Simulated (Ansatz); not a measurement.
**NaSrH3 (model structure, started from the KMgH3 type, Pm-3m, No. 221, 5 atoms in the cell)**

Method: r²SCAN (PAW; Ansatz, a quantum-chemistry and plane-wave program).

Run with plane-wave cutoff 560 eV, 8×8×8 k mesh, Fermi–Dirac smearing 0.01 eV, scalar-relativistic PAW data made under PBE.

Cell (relaxed with PBEsol):

```
CELL_PARAMETERS angstrom
      4.64082     0.00000     0.00000
      0.00000     4.64082     0.00000
      0.00000     0.00000     4.64082
ATOMIC_POSITIONS crystal
  Na 0.00000 0.00000 0.00000
  Sr 0.50000 0.50000 0.50000
  H  0.50000 0.00000 0.50000
  H  0.00000 0.50000 0.50000
  H  0.50000 0.50000 0.00000
```

* **band gap**: 2.45 eV
* **smallest direct gap on the k points sampled**: 2.76 eV
* **direct gap at Γ**: 7.25 eV

Note: the relaxation could raise the start's symmetry but not lower it, so the cell can be a saddle point; cell and atoms aren't relaxed at this level (pressure 0.7 GPa).

Spin–orbit coupling is not included.

A model structure was made by putting elements into a prototype or built by hand; it is no filed structure, need not be a known phase, and can be a saddle point held by its symmetry.
